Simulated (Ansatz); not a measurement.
Seebeck coefficient (μV/K, mean over directions) of n-type NaCl (Fm-3m) against carrier density, PBEsol, rigid bands (Ansatz, a first-principles code). Computed gap 5.01 eV; densities at which minority carriers matter at this gap, or further valleys turn the trend, are left out. Conductivity mass 0.40 mₑ (harmonic mean over directions), N_c = 6.2e18 cm⁻³ at 300 K.

```csv
electron density,300 K,500 K
1e16 cm⁻³,-769,-836
1e17 cm⁻³,-571,-637
1e18 cm⁻³,-373,___
3e18 cm⁻³,-281,-346
1e19 cm⁻³,___,-246
3e19 cm⁻³,-111,-162
1e20 cm⁻³,___,-88
3e20 cm⁻³,-28,-46
1e21 cm⁻³,-13,-22
```

Fill in the missing entries.


- 1e18 cm⁻³, 500 K: -439
- 1e19 cm⁻³, 300 K: -186
- 1e20 cm⁻³, 300 K: -55

Rigid bands with a gap fixed in temperature, one relaxation time for all states, no polarons or phonon drag, and whether or not such doping can be reached. Spin-orbit coupling is left out.
